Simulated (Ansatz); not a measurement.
# Worked example: self-consistent single point of CdPt₃ (Cmmm, 4 atoms in the cell) in Ansatz

Method: LDA (PW92), default PAW files made with PBE (plane waves; Ansatz, a program for electronic structure).

This input was run:

Ansatz 0.2 input:
```yaml
crystal:
  lattice:
    - [2.900154, -3.950665, 0.000000]
    - [2.900154, 3.950665, 0.000000]
    - [0.000000, 0.000000, 2.848863]
  atoms:
    - { symbol: Cd, position: [0.000000, 0.000000, 0.000000] }
    - { symbol: Pt, position: [0.500000, 0.500000, 0.000000] }
    - { symbol: Pt, position: [0.000000, 0.500000, 0.500000] }
    - { symbol: Pt, position: [0.500000, 0.000000, 0.500000] }
basis:
  ecutwfc: 420.0
kpoints:
  mp_grid: { grid: [7, 7, 12] }
hamiltonian:
  xc: lda
  pseudopotentials: { kind: paw }
scf:
  occupations: { method: gaussian, width: 0.1 }
output:
  forces: true
  eigenvalues: true
  stress: true
```

Log, with long lists cut:

```
WARN ansatz: RAYON_NUM_THREADS=1 ignored (pool sized by the plan → 1); use --threads N
Pseudopotentials: kind: paw
Pseudopotential: Cd, paw, valence charge 20
Pseudopotential: Pt, paw, valence charge 18
Crystal: 4 atoms, lattice volume = 65.282 Å³
Basis set: ecut = 420 eV, 1285 PW (Γ)
Bands: 45, of which v1, the nominal top of the filled ones, is band 37 counted from 1 (36 counted from 0)
Symmetry: 8 space group operations
Space group: Cmmm (ITA 65), of the structure as read, at distance tolerance 4.0e-5 Å
k-points: 112 of 588
PAW frozen core: Cd, regenerated for the run's functional, and the local potential with it
PAW frozen core: Pt, regenerated for the run's functional, and the local potential with it
Initial density: superposition of atomic densities (neutral atoms: chi_scale 0, normalization atom), corrected by the library's trained network
Initial wavefunctions: pseudopotential atomic-orbital guess
Eigensolver: davidson
Functional: x = slater, c = lda
SCF iter   1: F=—  HF=-44853.527148 eV  |F-HF|=—  |Δ(HF+E_count)|=         —  Δρ=1.07e-2  dr2=5.06e-2  ethr=1.77e-3  ⟨swp⟩=5.7  Hψ=16835  notcnv=0  defer=75
all-band conjugate gradients solve this SCF's bands
preconditioner: auto → Kerker (q_TF=auto, 2.786 Å⁻¹)
SCF iter   2: F=—  HF=-44853.517509 eV  |F-HF|=—  |Δ(HF+E_count)|=   9.64e-3  Δρ=4.99e-3  dr2=1.24e-2  ethr=6.84e-5  ⟨swp⟩=2.3  Hψ=8108  notcnv=0  defer=82
SCF iter   3: F=—  HF=-44853.514219 eV  |F-HF|=—  |Δ(HF+E_count)|=   3.29e-3  Δρ=8.61e-4  dr2=7.24e-4  ethr=1.68e-5  ⟨swp⟩=2.1  Hψ=6673  notcnv=0  defer=82
SCF iter   4: F=—  HF=-44853.514042 eV  |F-HF|=—  |Δ(HF+E_count)|=   1.77e-4  Δρ=2.50e-4  dr2=1.26e-4  ethr=9.78e-7  ⟨swp⟩=2.1  Hψ=6129  notcnv=0  defer=82
SCF iter   5: F=—  HF=-44853.514006 eV  |F-HF|=—  |Δ(HF+E_count)|=   3.55e-5  Δρ=8.49e-5  dr2=1.06e-5  ethr=1.70e-7  ⟨swp⟩=2.1  Hψ=6037  notcnv=0  defer=82
SCF iter   6: F=—  HF=-44853.514003 eV  |F-HF|=—  |Δ(HF+E_count)|=   3.13e-6  Δρ=1.81e-5  dr2=2.34e-7  ethr=1.43e-8  ⟨swp⟩=2.0  Hψ=6306  notcnv=0  defer=82
SCF iter   7: F=-44853.514003 eV  HF=-44853.514003 eV  |F-HF|=6.51e-9  |Δ(HF+E_count)|=   5.04e-8  Δρ=4.31e-6  dr2=1.31e-8  ethr=1.35e-10  ⟨swp⟩=8.5  Hψ=20362  notcnv=0
SCF 1 converged in 7 iterations: F = -44853.514003 eV  dr2 = 1.31e-8
SCF converged after 7 iterations
Free energy (F): -44853.514003 eV
Harris-Foulkes:  -44853.514003 eV  (|F-HF|=6.51e-9)
Internal energy: -44853.495132 eV  (E = F + TS)
E sigma→0 (E₀):  -44853.504568 eV
Entropy (-TS):   -0.018871 eV (-4.718 meV/atom)
Fermi energy:    20.329490 eV
--- Per-component energies (eV) ---
  E_band       = -798.555787
  E_kinetic    = 2418.062933
  E_local      = -7208.202516  (includes V_loc(G=0)·N_el)
  E_nonlocal   = 661.619736
  E_hartree    = 2941.630956
  E_xc         = -956.309051
  E_vxc        = -1129.130487  (∫ρ·V_xc dr)
  E_paw        = -31479.347628  (= ΣΔE_a)
  E_vpaw       = -1424.162012  (= ΣTr[D̂ρ^β])
  E_aug_tail   = 0.000546  (compensation charges beyond the density's cutoff)
  E_ewald      = -11233.108286
  E_core_change = 2.158177  (= ΣΔE_core)
  E_smearing   = -0.018871  (= −TS)
  E_closure    = -0.000000  (closes the sum)
  Σ components = -44853.514003   (vs F -44853.514003, Δ=0.00e0)
--- Forces (eV/Å), atoms counted from 1 ---
  atom   1  Cd     0.00000000    -0.00000000     0.00000000
   [... zero for the other atoms too ...]
  max |Σ_I F_I| component: 9.63e-29 eV/Å
--- Stress (GPa, compression-positive) ---
      -12.555329      -0.000000      -0.000000
       -0.000000     -13.251411       0.000000
       -0.000000       0.000000     -12.617012
  P = ⅓ Tr σ = -12.8079 GPa (-128.079 kbar)
  The stress holds the Pulay correction. Without it, at fixed plane waves, as pw.x and ABINIT print it: P = -12.8480 GPa
--- Band table (eV; the first three rows and the last of 112) ---
  k-point 0: bands = ["-81.7916", "-78.0174", "-77.8308", "-77.8258", "-42.9560", "-42.9105", "-42.9087", "-32.2382", "-32.1401", "-32.1108", "-31.9485", "-31.8920", "-31.8862", "-31.8715", "-31.8709", "-31.8331", "10.6751", "10.9493", "11.3565", [...]
  k-point 1: bands = ["-81.7913", "-78.0169", "-77.8303", "-77.8253", "-42.9604", "-42.9101", "-42.9083", "-32.2319", "-32.1353", "-32.1224", "-31.9487", "-31.8949", "-31.8889", "-31.8849", "-31.8834", "-31.8321", "10.8487", "11.0413", "11.4022", [...]
  k-point 2: bands = ["-81.7905", "-78.0154", "-77.8291", "-77.8239", "-42.9723", "-42.9090", "-42.9072", "-32.2136", "-32.1542", "-32.1213", "-31.9509", "-31.9214", "-31.9172", "-31.9021", "-31.8970", "-31.8294", "11.2898", "11.3557", "11.5208", [...]
  k-point 111: bands = ["-81.7873", "-78.0093", "-77.8240", "-77.8184", "-43.0212", "-42.9049", "-42.9029", "-32.3315", "-32.1854", "-32.1225", "-31.9797", "-31.9791", "-31.9716", "-31.9513", "-31.9045", "-31.8177", "10.9930", "11.1710", "11.6481", [...]
```

The run converged in 7 iterations.

The starting cell comes from a database of computed structures (which also holds hypothetical and non-ambient phases and stackings), without a prior relaxation at this level. Its lattice was rescaled by up to half a per cent. Spin-orbit coupling is off. Spin polarisation is off. With a pressure of about -13 GPa the cell is away from its equilibrium volume at this level. Ansatz's pressure includes its estimate of the finite-basis (Pulay) stress.
